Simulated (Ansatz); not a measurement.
The starting structures come from a database of crystals and need not be the phases stable at ambient conditions.

# Evanescent states of SiHg3(SF3)2 (P-3m1, not sure to be the ambient phase, 12 atoms a cell, 18.1 Å³ an atom, -2 GPa at this level) along the normal of (110)

These are r2SCAN (plane waves, PAW; Ansatz, an electronic-structure program) values and carry that method's errors.

No gap correction and no spin-orbit coupling; mid-gap values are interpolated between computed energies.

Energies count from the valence-band top; κ is the least over a 8×4 mesh across the current.

```tsv
E (eV)	κ (1/Å)	where
0.09	0.163	off Γ
0.26	0.241	off Γ
0.42	0.284	off Γ
0.59	0.313	off Γ
0.77	0.335	off Γ
0.94	0.351	off Γ
1.10	0.365	off Γ
1.27	0.375	off Γ
1.45	0.383	off Γ
1.61	0.389	off Γ
1.78	0.393	off Γ
1.96	0.396	off Γ
2.12	0.388	Γ
2.29	0.367	Γ
2.46	0.344	Γ
2.63	0.319	Γ
2.81	0.289	Γ
2.98	0.252	Γ
3.15	0.203	Γ
3.31	0.128	Γ
```

Task: How thick must the barrier be to attenuate the transmission by 10^4 when the electrodes' Fermi level lies at 1.96 eV, and what attenuation does that film give at 3.31 eV?

Result: d = 4 ln 10 / (2 × 0.396) = 11.6 Å. At 3.31 eV it gives 4 × 0.128/0.396 = 1.3 decades.
